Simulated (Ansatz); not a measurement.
For TaNOF (model structure, started from the WNOF type, Pmmm, No. 47, 4 atoms in the cell), PBEsol (Ansatz, an electronic-structure program, PAW) gives:

bulk modulus: 154 GPa
cohesive energy: 6.41 eV/atom

What does r²SCAN (Ansatz, PAW) give for the same quantities?


- bulk modulus: 154 GPa (hardly moves)
- cohesive energy: 5.89 eV/atom (decreases by 0.52 eV/atom)

Changes are worked out from the printed values.

Unless a cell is named, each level is at its own relaxed cell (PBEsol 15.59, r²SCAN 15.67 Å³/atom).

Levels without +SOC leave out spin–orbit coupling, which shifts energies and cells of such heavy elements.

Caveats: the bulk modulus is −V dP/dV from two relaxed cells at ±2 % in volume (PBEsol, r²SCAN). Ansatz's density-functional and Hartree–Fock values are scalar-relativistic unless marked +SOC, with PAW data made under PBE.

A model structure was made by putting elements into a prototype or built by hand; it is no filed structure, need not be a known phase, and can be a saddle point held by its symmetry.
